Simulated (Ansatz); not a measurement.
Worked example: self-consistent single point of Ta3N (P1, 4 atoms in the cell) in Ansatz (a first-principles code).

Computed with PBEsol, PAW files made with PBE (plane waves; Ansatz).

The change in words: lattice scaled by 0.98. Reference geometry:
```
CELL_PARAMETERS angstrom
      3.03222     0.00000     0.00000
     -1.51611     2.62598     0.00000
      0.00000     0.00000     7.52414
ATOMIC_POSITIONS crystal
  Ta 0.02740 0.99407 0.49389
  Ta 0.33016 0.67042 0.16700
  Ta 0.65330 0.31095 0.83413
  N  0.98914 0.02456 0.00498
```

Reference input (self-consistent single point, DFT, PBEsol, plane waves, PAW files made with PBE): basis.ecutwfc = 420 eV; kpoints.mp_grid.grid = 8 8 3; hamiltonian.xc = pbesol; hamiltonian.pseudopotentials = {kind: paw} (the program's default PAW files); scf.occupations.method = fermi_dirac; scf.occupations.width = 0.1 eV. This run's input differs from it in these lines:

```diff
@@ -2,5 +2,5 @@
   lattice:
-    - [3.032220, 0.000000, 0.000000]
-    - [-1.516110, 2.625980, 0.000000]
-    - [0.000000, 0.000000, 7.524140]
+    - [2.971576, 0.000000, 0.000000]
+    - [-1.485788, 2.573460, 0.000000]
+    - [0.000000, 0.000000, 7.373657]
   atoms:
```

Output, abridged:

```
SCF iter   1: F=—  HF=-29809.900857 eV  |F-HF|=—  |Δ(HF+E_count)|=         —  Δρ=1.23e-1  dr2=7.82e1  ethr=3.10e-3  ⟨swp⟩=5.1  Hψ=10562  notcnv=0
all-band conjugate gradients solve this SCF's bands
preconditioner: auto → Kerker (q_TF=auto, 2.618 Å⁻¹)
SCF iter   2: F=—  HF=-29806.092847 eV  |F-HF|=—  |Δ(HF+E_count)|=    3.81e0  Δρ=7.89e-2  dr2=3.60e1  ethr=3.10e-3  ⟨swp⟩=2.7  Hψ=4524  notcnv=0
   [... lines left out ...]
SCF iter   6: F=—  HF=-29802.695857 eV  |F-HF|=—  |Δ(HF+E_count)|=   1.46e-3  Δρ=3.81e-4  dr2=1.39e-4  ethr=1.11e-5  ⟨swp⟩=2.0  Hψ=3476  notcnv=0
SCF iter   7: F=—  HF=-29802.695816 eV  |F-HF|=—  |Δ(HF+E_count)|=   4.08e-5  Δρ=5.02e-5  dr2=4.67e-6  ethr=3.16e-7  ⟨swp⟩=2.0  Hψ=3799  notcnv=0
SCF iter   8: F=—  HF=-29802.695808 eV  |F-HF|=—  |Δ(HF+E_count)|=   7.62e-6  Δρ=1.16e-5  dr2=7.51e-8  ethr=2.27e-10  ⟨swp⟩=6.3  Hψ=14487  notcnv=0
SCF iter   9: F=-29802.695808 eV  HF=-29802.695808 eV  |F-HF|=2.82e-9  |Δ(HF+E_count)|=   2.25e-8  Δρ=2.38e-6  dr2=4.15e-9  ethr=1.71e-10  ⟨swp⟩=2.0  Hψ=8787  notcnv=0
SCF 1 converged in 9 iterations: F = -29802.695808 eV  dr2 = 4.15e-9
Free energy (F): -29802.695808 eV
Internal energy: -29802.610219 eV  (E = F + TS)
E sigma→0 (E₀):  -29802.653013 eV
Entropy (-TS):   -0.085590 eV (-21.397 meV/atom)
Fermi energy:    19.867010 eV
--- Forces (eV/Å), atoms counted from 1 ---
  atom   1  Ta    -0.12480178     0.04031293     0.81032463
  atom   2  Ta    -0.42857316     0.44032359     1.39276577
  atom   3  Ta    -0.63704150     1.04049535    -1.57307837
  atom   4  N      1.19041557    -1.52112988    -0.62999868
--- Stress (GPa, compression-positive) ---
       12.908041      -0.132086       1.033903
       -0.132086      11.958112      -1.256219
        1.033903      -1.256219      11.257940
  P = ⅓ Tr σ = 12.0414 GPa (120.414 kbar)
  The stress holds the Pulay correction. Without it, at fixed plane waves, as pw.x and ABINIT print it: P = 11.9122 GPa
```

The run converged in 9 iterations. Against the reference run the free energy rises by 18.0 meV/atom, the pressure goes from -4.65 to 12.04 GPa and the largest force goes from 1.650 to 2.032 eV/Å.

The starting cell comes from a database of computed structures (which also holds hypothetical and non-ambient phases and stackings), without a prior relaxation at this level. Its atoms were displaced at random from the sites of space group no. 164. For this run, on top of that: lattice scaled by 0.98. Spin polarisation is off. With a pressure of about 12 GPa the cell is away from its equilibrium volume at this level. Forces in this geometry exceed 1 eV/Å. Ansatz's pressure includes its estimate of the finite-basis (Pulay) stress.

Keys are those of Ansatz 0.2.
